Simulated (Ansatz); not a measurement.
Functionals compared on the (321) surface of bcc Li in its 1x1 cell, outermost plane spacing 0.92 Å in the ideal cut, in Ansatz (plane waves, PAW). The structure was relaxed with PBE; the other rows are single points on it, each with its references at the same level. Cutoff 420 eV (500 eV for r2SCAN).

Set-up: 12 atoms, 10.1 Å thick at the start (thin: gaps and levels are the slab's own); mesh 13x5x1; 0.1 eV smearing; dipole correction on; all atoms relaxed; start symmetry kept, larger cells not searched; no spin, no spin-orbit, no U. These notes are the PBE run's.

| functional | surface energy (J/m²) | work function of the top face (eV) | rough cost of the single point |
|---|---|---|---|
| PBE | 0.53 | 3.03 | – |
| LDA | 0.57 | 3.12 | roughly 40 core-seconds |
| PBEsol | 0.55 | 3.05 | around 40 core-seconds (rough) |
| RPBE | 0.50 | 2.99 | about 50 core-seconds (a rough figure) |
| r2SCAN | 0.54 | 3.01 | roughly 100 core-seconds |

Ansatz is an electronic-structure program.
